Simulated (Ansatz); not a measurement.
An Ansatz (an electronic-structure program) run: BaAg2GeS4; PBEsol (Ansatz; PAW; 420 eV plane waves; scalar-relativistic without spin-orbit coupling).

Input:

Ansatz 0.2 input:
```yaml
crystal:
  lattice:
    - [-3.3631909937, 3.3631909937, 4.0252033172]
    - [3.3631909937, -3.3631909937, 4.0252033172]
    - [3.3631909937, 3.3631909937, -4.0252033172]
  atoms:
    - { symbol: Ge, position: [0.5, 0.5, 0] }
    - { symbol: Ag, position: [0.75, 0.25, 0.5] }
    - { symbol: Ag, position: [0.25, 0.75, 0.5] }
    - { symbol: S, position: [0.5337544594, 0.5337544594, 0.3835141542] }
    - { symbol: S, position: [0.4662455406, 0.8497596949, 0] }
    - { symbol: S, position: [0.1502403051, 0.1502403051, 0.6164858458] }
    - { symbol: S, position: [0.8497596949, 0.4662455406, 0] }
    - { symbol: Ba, position: [0, 0, 0] }
basis: { ecutwfc: 420, ecutrho_ratio: 4, xc_grid: 2, fft_grid_basis: typed }
kpoints: { mp_grid: { grid: [7, 7, 7] } }
hamiltonian:
  xc: pbesol
  dispersion: none
  pseudopotentials: { kind: paw }
scf: { occupations: { method: fermi_dirac, width: 0.05 }, convergence: { dr2_threshold: 0.0000000008 } }
output: { forces: true, stress: true }
checkpoint: { write: state.ck, write_every: 1000 }
```

Output (explanatory and most iteration lines left out):

```
Pseudopotential: Ge, paw, valence charge 14
Pseudopotential: Ag, paw, valence charge 19
Pseudopotential: S, paw, valence charge 6
Pseudopotential: Ba, paw, valence charge 10
Crystal: 8 atoms, lattice volume = 182.117 Å³
Basis set: ecut = 420 eV, 3565 PW (Γ), exchange–correlation on 90×90×90 points (8 copies of the dense FFT grid, shifted against one another)
Bands: 51, of which v1, the nominal top of the filled ones, is band 43 counted from 1 (42 counted from 0)
Symmetry: 8 space group operations
Space group: I-42m (ITA 121), of the structure as read, at distance tolerance 5.7e-5 Å
k-points: 40 of 343 (time reversal used)
Functional: x = pbesol(κ = 0.804, μ = 0.12345679012345678), c = pbesol(β = 0.046)
SCF iter   1: F=—  HF=-28706.576797 eV  |F-HF|=—  |Δ(HF+E_count)|=         —  Δρ=5.58e-3  dr2=7.08e-2  ethr=1.77e-3  ⟨swp⟩=8.0  Hψ=8573  notcnv=0  defer=5
SCF iter   2: F=—  HF=-28706.559314 eV  |F-HF|=—  |Δ(HF+E_count)|=   1.75e-2  Δρ=2.05e-3  dr2=1.15e-2  ethr=8.23e-5  ⟨swp⟩=2.0  Hψ=4314  notcnv=0  defer=62
SCF 1 converged in 10 iterations: F = -28706.557053 eV  dr2 = 6.35e-11
SCF converged after 10 iterations
Free energy (F): -28706.557053 eV
Internal energy: -28706.557024 eV  (E = F + TS)
E sigma→0 (E₀):  -28706.557038 eV
Entropy (-TS):   -0.000029 eV (-0.004 meV/atom)
Fermi energy:    9.170316 eV
--- Forces (eV/Å), atoms counted from 1 ---
  atom   1  Ge    -0.00000000     0.00000000    -0.00000000
  atom   2  Ag     0.00000000    -0.00000000     0.00000000
  atom   3  Ag     0.00000000     0.00000000     0.00000000
  atom   4  S      0.00057216     0.00057216    -0.00065898
  atom   5  S      0.00057216    -0.00057216     0.00065898
  atom   6  S     -0.00057216    -0.00057216    -0.00065898
  atom   7  S     -0.00057216     0.00057216     0.00065898
  atom   8  Ba    -0.00000000     0.00000000     0.00000000
--- Stress (GPa, compression-positive) ---
        0.002721      -0.000000       0.000000
       -0.000000       0.002721      -0.000000
        0.000000      -0.000000       0.004750
  P = ⅓ Tr σ = 0.0034 GPa (0.034 kbar)
```

No phonon test of stability was made. The cell is BaAg$_{2}$GeS$_{4}$ (space group I-42m, No. 121).
